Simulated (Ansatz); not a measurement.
**KMgF₃ in the cubic perovskite structure (space group Pm-3m, No. 221)**

KMgF$_{3}$ has the cubic space group Pm-3m (No. 221), the cubic perovskite structure, Pearson symbol cP5. Cell: a = b = c = 3.991 Å, α = β = γ = 90.00°. K on 1a is surrounded by 12 F at 2.822 Å (cuboctahedral). Mg on 1b is coordinated by 6 F at 1.996 Å (octahedral). F on 3c is coordinated by 2 Mg at 1.996 Å and 4 K at 2.822 Å (octahedral). (Neighbours: up to the widest gap in distance over summed covalent radii, below 1.35, at either atom; cation-cation and far metal-metal contacts left out.)

Method: PBEsol/PAW in Ansatz (an electronic-structure program), scalar-relativistic without spin-orbit coupling. k-mesh 8×8×8 (Γ-centred); smearing 0.05 eV (Fermi–Dirac).

- Volume per atom: 12.72 Å³
- Density: 3.14 g/cm³
- Band gap: 7.12 eV, indirect, R → Γ
- Electron mass: 0.51 mₑ
- Lowest conduction-band minima above the VBM: Γ 7.12 eV
- Total energy: -1167.499 eV/atom (σ→0; compares only within this code and set-up)

Effective masses come from finite differences of ±0.01 Å⁻¹. No phonon test of stability was made.
